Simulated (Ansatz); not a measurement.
Given:

```yaml
crystal:
  lattice:
    - [6.00221, 0.00000, 0.00000]
    - [0.00000, 6.00221, 0.00000]
    - [0.00000, 0.00000, 6.00221]
  atoms:
    - { symbol: Cs, position: [0.00000, 0.00000, 0.00000] }
    - { symbol: Pb, position: [0.50000, 0.50000, 0.50000] }
    - { symbol: Br, position: [0.50000, 0.50000, 0.00000] }
    - { symbol: Br, position: [0.00000, 0.50000, 0.50000] }
    - { symbol: Br, position: [0.50000, 0.00000, 0.50000] }
```

Level of theory: PBE with spin-orbit coupling, rigid bands (plane waves, PAW; Ansatz, a program for electronic structure). Condition of this run: functional PBE, cell relaxed with it. How the cell was made: cell and atoms relaxed with PBE.

Task: What conductivity effective mass do dilute electrons have at 300 K?

Result: 0.137 mₑ.

Task: Predict the hole conductivity mass (n e² τ/σ) at 300 K, by direction if it differs.

Result: 0.144 mₑ.

Task: And the band gap?

Result: 0.56 eV at this level; semilocal functionals usually fall short of the measured gap.

Rigid bands, one relaxation time for all states, no polarons.

CsPbBr3 (Pm-3m): a high-temperature phase held by its symmetry.
